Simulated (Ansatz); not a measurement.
Input and output of a self-consistent single point for KZnF3 (Pm-3m, 5 atoms in the cell) (Ansatz, a first-principles code).

Method: PBE (plane waves, PAW; Ansatz).

The change in words: lattice scaled by 0.98. Reference geometry:
```xyz
5
Lattice="3.9937 0.0000 0.0000 0.0000 3.9937 0.0000 0.0000 0.0000 3.9937" Properties=species:S:1:pos:R:3 pbc="T T T"
K      0.0000     0.0000     0.0000
Zn     1.9969     1.9969     1.9969
F      1.9969     0.0000     1.9969
F      0.0000     1.9969     1.9969
F      1.9969     1.9969     0.0000
```

Reference input (self-consistent single point, DFT, PBE, plane waves, default PAW files): kpoints.mp_grid.grid = 4 4 4; hamiltonian.xc = pbe; hamiltonian.pseudopotentials = {kind: paw} (the program's default PAW files); scf.occupations.method = fermi_dirac; scf.occupations.width = 0.0007 Ry. This run's input differs from it in these lines:

```diff
@@ -2,5 +2,5 @@
   lattice:
-    - [3.99370500, 0.00000000, 0.00000000]
-    - [0.00000000, 3.99370500, 0.00000000]
-    - [0.00000000, 0.00000000, 3.99370500]
+    - [3.91383100, 0.00000000, 0.00000000]
+    - [0.00000000, 3.91383100, 0.00000000]
+    - [0.00000000, 0.00000000, 3.91383100]
   atoms:
```

Output (repeated stretches shortened):

```
SCF iter   1: F=—  HF=-7285.858943 eV  |F-HF|=—  |Δ(HF+E_count)|=         —  Δρ=6.33e-4  dr2=8.28e-5  ethr=1.77e-3  ⟨swp⟩=6.1  Hψ=1291  notcnv=0
all-band conjugate gradients solve this SCF's bands
preconditioner: auto → Resta (q_TF=auto, 2.571 Å⁻¹)
SCF iter   2: F=—  HF=-7285.858745 eV  |F-HF|=—  |Δ(HF+E_count)|=   1.98e-4  Δρ=3.69e-4  dr2=6.73e-5  ethr=1.97e-7  ⟨swp⟩=2.3  Hψ=608  notcnv=0  defer=9
SCF iter   3: F=—  HF=-7285.858835 eV  |F-HF|=—  |Δ(HF+E_count)|=   8.98e-5  Δρ=1.93e-4  dr2=1.64e-5  ethr=1.60e-7  ⟨swp⟩=2.1  Hψ=404  notcnv=0  defer=9
SCF iter   4: F=—  HF=-7285.858865 eV  |F-HF|=—  |Δ(HF+E_count)|=   3.03e-5  Δρ=8.34e-5  dr2=2.51e-6  ethr=3.90e-8  ⟨swp⟩=2.0  Hψ=436  notcnv=0  defer=9
SCF iter   5: F=—  HF=-7285.858866 eV  |F-HF|=—  |Δ(HF+E_count)|=   8.04e-7  Δρ=4.85e-5  dr2=9.50e-7  ethr=5.98e-9  ⟨swp⟩=2.0  Hψ=414  notcnv=0  defer=9
SCF iter   6: F=-7285.858865 eV  HF=-7285.858865 eV  |F-HF|=2.51e-9  |Δ(HF+E_count)|=   2.11e-7  Δρ=9.13e-6  dr2=2.54e-8  ethr=2.38e-10  ⟨swp⟩=6.0  Hψ=1298  notcnv=0
SCF 1 converged in 6 iterations: F = -7285.858865 eV  dr2 = 2.54e-8
Free energy (F): -7285.858865 eV
Internal energy: -7285.858865 eV  (E = F + TS)
E sigma→0 (E₀):  -7285.858865 eV
Fermi energy:    7.976859 eV
--- Forces (eV/Å), atoms counted from 1 ---
  atom   1  K     -0.00000000     0.00000000     0.00000000
   [... zero for the other atoms too ...]
--- Stress (GPa, compression-positive) ---
       16.196436       0.000000       0.000000
       -0.000000      16.196436       0.000000
        0.000000       0.000000      16.196436
  P = ⅓ Tr σ = 16.1964 GPa (161.964 kbar)
  The stress holds the Pulay correction. Without it, at fixed plane waves, as pw.x and ABINIT print it: P = 15.5061 GPa
```

The run converged in 6 iterations. Against the reference run the free energy rises by 57.4 meV/atom, the pressure goes from 8.73 to 16.20 GPa and the gap on the mesh goes from 3.975 to 4.147 eV.

The starting cell has typed, rounded lattice constants, without a prior relaxation at this level. Its lattice was rescaled by a random factor within 2.5 % of one. For this run, on top of that: lattice scaled by 0.98. With a pressure of about 16 GPa the cell is away from its equilibrium volume at this level. Ansatz's pressure includes its estimate of the finite-basis (Pulay) stress. Without the estimate this run gives 15.51 GPa.

Keys are those of Ansatz 0.2.
